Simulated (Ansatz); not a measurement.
# ZnO (P6_3mc): band-edge transport data

Consider the following.

```
ZnO
1.0
    3.19992     0.00000     0.00000
   -1.59996     2.77121     0.00000
    0.00000     0.00000     5.36237
Zn O
2 2
Direct
  0.33333   0.66667   0.00255
  0.66667   0.33333   0.50255
  0.33333   0.66667   0.37245
  0.66667   0.33333   0.87245
```

All values below come from PBE with spin-orbit coupling, rigid bands (plane waves, PAW; Ansatz, a program for electronic structure). Condition of this run: uniaxial stress along c of -4.4 GPa (compression positive) (the target of the relaxation). Geometry: cell and atoms relaxed with PBEsol, then loaded as said.

```
Quantity                                                                                                                                                             Result
---------------------------------------------------------------------------------------------------------------------------------------  ----------------------------------
band gap                                                                                                                                                            0.72 eV
electron conductivity mass (300 K, dilute)                                                                                               0.163 (x), 0.163 (y), 0.154 (z) mₑ
hole conductivity mass (300 K, dilute)                                                                                                       1.91 (x), 1.91 (y), 2.7 (z) mₑ
effective density of states N_c (300 K)                                                                                                                         1.5e18 cm⁻³
effective density of states N_v (300 K)                                                                                                                         9.1e19 cm⁻³
density-of-states mass, electrons                                                                                                                                  0.153 mₑ
density-of-states mass, holes                                                                                                                                        2.4 mₑ
Seebeck coefficient, n-type 1e19 cm⁻³, 300 K                                                                                                                       -95 μV/K
best n-type power factor at 300 K for τ = 10 fs (best axis; densities from 1e16 to 1e21 cm⁻³ tried, whether or not they can be reached)        1.50 μW/(cm·K²) at 3e18 cm⁻³
Seebeck coefficient, p-type 1e19 cm⁻³, 300 K                                                                                                                       441 μV/K
best p-type power factor at 300 K for τ = 10 fs (best axis; densities from 1e16 to 1e21 cm⁻³ tried, whether or not they can be reached)        11.5 μW/(cm·K²) at 3e20 cm⁻³
```

Rigid bands; masses and Seebeck coefficients take one relaxation time τ for all states and one kind of carrier; polarons and phonon drag are left out. Geometry: cell and atoms relaxed with PBEsol.
